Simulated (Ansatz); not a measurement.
The starting structures come from a database of crystals and need not be the phases stable at ambient conditions.

Inside the gap of an insulator the Bloch states are evanescent, with a wavenumber k + iκ along the transport direction.

Given:

```
CELL_PARAMETERS angstrom
      5.84499     0.00000     0.00000
      0.00000     7.54530     0.00000
      0.00000    -1.18245     4.05534
ATOMIC_POSITIONS crystal
  Ba 0.03716 0.29090 0.14545
  Ba 0.53716 0.70910 0.85455
  Zn 0.49998 0.17588 0.58794
  Zn 0.99998 0.82412 0.41206
  F  0.48958 0.15252 0.07626
  F  0.98958 0.84748 0.92374
  F  0.17743 0.05612 0.52806
  F  0.67743 0.94388 0.47194
  F  0.79801 0.60260 0.30130
  F  0.29801 0.39740 0.69870
  F  0.26936 0.66160 0.33080
  F  0.76936 0.33840 0.66920
```

Space group of this cell: Cmc2_1. The cell is taken as given; by r2SCAN its mean pressure is -0.6 GPa.

Transport runs along the normal of the first two printed cell vectors.

The gap is the functional's own. No spin-orbit coupling. Mid-gap values are interpolated on the energy grid.

Question: Estimate the band gap and the smallest decay constant κ at mid-gap that r2SCAN in Ansatz (a program for electronic structure) returns for this system.

Answer: Gap 5.41 eV on a 6×8×8 mesh; κ = 0.488 1/Å, at the zone centre.
